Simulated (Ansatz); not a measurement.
Where the default PAW files enter, the runs use the earlier of Ansatz's two default sets.

Crystal: MoS2 (P6_3/mmc, 6 atoms a cell, 17.3 Å³ an atom, 3 GPa at this level); both levels run on this one cell.

Complex bands along the normal of (001) by Ansatz (plane waves, PAW, no spin-orbit coupling). r2SCAN gives a gap of 0.89 eV and a slowest mid-gap decay of 0.211 1/Å.

**Question.** What does PBE give on the same cell, and what does that do to the current through 2 nm?

**Answer.** Gap 0.79 eV, κ = 0.201 1/Å. The mid-gap transmission through 2 nm changes by exp(2 × 20 × (0.211 − 0.201)) = a factor of 1.5 against r2SCAN.

Ansatz is a program for electronic structure.
